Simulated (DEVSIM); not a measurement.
Structure: Pt/TiO2/p-In0.53Ga0.47As capacitor, at 300 K.

```tsv
layer (left to right)	material	thickness (nm)	Na (cm⁻³)
1	TiO2	9.20	-
2	In0.53Ga0.47As	6200	8.4e15
```

Metal gate on the left, work function 5.6 eV. Fixed charge at the semiconductor interface -2.9e11 cm⁻² (in units of +e); no interface traps.

The device is made up for the run: typed textbook-type constants, with dimensions and the other settings drawn at random. Values at 300 K.

| parameter | TiO2 | In0.53Ga0.47As |
|---|---|---|
| gap (eV) | 3.2 | 0.74 |
| affinity (eV) | 3.9 | 4.51 |
| permittivity | 60 | 13.9 |
| Nc (cm⁻³) | - | 2.1e17 |
| Nv (cm⁻³) | - | 7.7e18 |

DEVSIM, 1D Poisson equation in equilibrium, Boltzmann statistics, complete ionisation; no quantum confinement or tunnelling. Metal contacts follow the ideal Schottky-Mott rule: no Fermi-level pinning, no interface dipoles.

The fixed charge was swept, all else fixed.

```csv
fixed charge (cm^-2),threshold voltage (band bending 2φF) (V),flat-band voltage (V)
-8.39e12,___,0.76
-4.34e12,1.13,0.65
-2.9e11,1.02,0.53
3.76e12,0.91,0.42
7.81e12,0.80,0.31
```

Problem. Some entries are withheld; supply them.

Solution. 
- -8.39e12, threshold voltage (band bending 2φF) (V): 1.25
